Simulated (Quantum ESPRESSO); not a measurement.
Input and output of a self-consistent single point for TiH2 (P4/nmm, 6 atoms in the cell) (Quantum ESPRESSO).

Computed with PBEsol, PseudoDojo standard norm-conserving (PBESOL) pseudopotentials (plane waves; Quantum ESPRESSO).

```
CELL_PARAMETERS angstrom
      2.91242     0.00000     0.00000
      0.00000     2.91242     0.00000
      0.00000     0.00000     4.86288
ATOMIC_POSITIONS crystal
  Ti 0.50000 0.00000 0.26426
  Ti 0.00000 0.50000 0.73574
  H  0.50000 0.50000 0.00000
  H  0.00000 0.00000 0.00000
  H  0.00000 0.50000 0.34794
  H  0.50000 0.00000 0.65206
```

Reference input (self-consistent single point, DFT, PBEsol, plane waves, PseudoDojo standard norm-conserving (PBESOL) pseudopotentials): ecutwfc = 85 Ry; occupations = smearing; smearing = mp; degauss = 0.019992 Ry; potentials = {Ti: Ti.upf, H: H.upf}; K_POINTS = automatic 13 13 8 0 0 0; conv_thr = 1e-09 Ry; mixing_beta = 0.4. This run's input differs from it in these lines:

```diff
@@ -36,3 +36,3 @@
 K_POINTS {automatic}
-13 13 8  0 0 0
+11 11 7  0 0 0
```

Output, abridged:

```
     Self-consistent Calculation

     iteration #  1     ecut=    85.00 Ry     beta= 0.40

     Threshold (ethr) on eigenvalues was too large:
     Diagonalizing with lowered threshold

     total energy              =    -241.99493560 Ry
     estimated scf accuracy    <       0.23583567 Ry

     iteration #  2     ecut=    85.00 Ry     beta= 0.40

     total energy              =    -242.01073728 Ry
     estimated scf accuracy    <       0.02575856 Ry

     iteration #  3     ecut=    85.00 Ry     beta= 0.40

     total energy              =    -242.01539964 Ry
     estimated scf accuracy    <       0.01000002 Ry

   [... 13 blocks of this kind left out ...]

     iteration # 17     ecut=    85.00 Ry     beta= 0.40

     total energy              =    -242.01975898 Ry
     estimated scf accuracy    <          3.5E-09 Ry

     iteration # 18     ecut=    85.00 Ry     beta= 0.40
     End of self-consistent calculation

     the Fermi energy is    12.7778 ev

!    total energy              =    -242.01975898 Ry
     estimated scf accuracy    <          3.0E-10 Ry
     smearing contrib. (-TS)   =       0.00072980 Ry
     internal energy E=F+TS    =    -242.02048878 Ry

     convergence has been achieved in  18 iterations

     Forces acting on atoms (cartesian axes, Ry/au):

     atom    1 type  1   force =     0.00000000    0.00000000   -0.00380846
     atom    2 type  1   force =     0.00000000    0.00000000    0.00380846
     atom    3 type  2   force =     0.00000000    0.00000000    0.00000000
     atom    4 type  2   force =     0.00000000    0.00000000    0.00000000
     atom    5 type  2   force =     0.00000000    0.00000000   -0.00284197
     atom    6 type  2   force =     0.00000000    0.00000000    0.00284197

     Total force =     0.006720     Total SCF correction =     0.000003

          total   stress  (Ry/bohr**3)                   (kbar)     P=      -37.51
  -0.00026669   0.00000000   0.00000000          -39.23        0.00        0.00
   0.00000000  -0.00026669   0.00000000            0.00      -39.23        0.00
   0.00000000   0.00000000  -0.00023158            0.00        0.00      -34.07

   JOB DONE.
```

The run converged in 18 iterations. Against the reference run the free energy hardly moves (within 1 meV/atom), the pressure hardly changes (-3.77 to -3.75 GPa) and the largest force goes from 0.086 to 0.098 eV/Å.

The starting cell comes from a database of computed structures (which also holds hypothetical and non-ambient phases and stackings), without a prior relaxation at this level. Spin polarisation is off.

Cost on one core of a shared machine: roughly 2 min.
